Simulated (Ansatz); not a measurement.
AlAs in the zinc blende structure (space group F-43m, No. 216)

```
AlAs
1.0
    0.00000     2.86422     2.86422
    2.86422     0.00000     2.86422
    2.86422     2.86422     0.00000
As Al
1 1
Direct
  0.75000   0.75000   0.75000
  0.00000   0.00000   0.00000
```

Calculations: PBE, PAW, 420 eV (Ansatz, an electronic-structure program; scalar-relativistic without spin-orbit coupling). k-mesh 10×10×10 (Γ-centred); smearing 0.05 eV (Fermi–Dirac).

```json
{
 "volume_per_atom": "23.50 Å³",
 "density": "3.60 g/cm³",
 "band_gap": "1.50 eV, indirect, Γ → X",
 "electron_mass": "0.90 mₑ along k, 0.24 mₑ across",
 "Hole mass (degenerate bands, along [100])": "0.11, 0.49, 0.49 mₑ",
 "Lowest conduction-band minima above the VBM": "X along ⟨100⟩ 1.50 eV; Γ 1.78 eV; L along ⟨111⟩ 2.02 eV",
 "total_energy": "-2697.308 eV/atom (σ→0; compares only within this code and set-up)"
}
```

Effective masses come from finite differences of ±0.01 Å⁻¹. Along k means along the line from Γ to the band edge. No phonon test of stability was made.
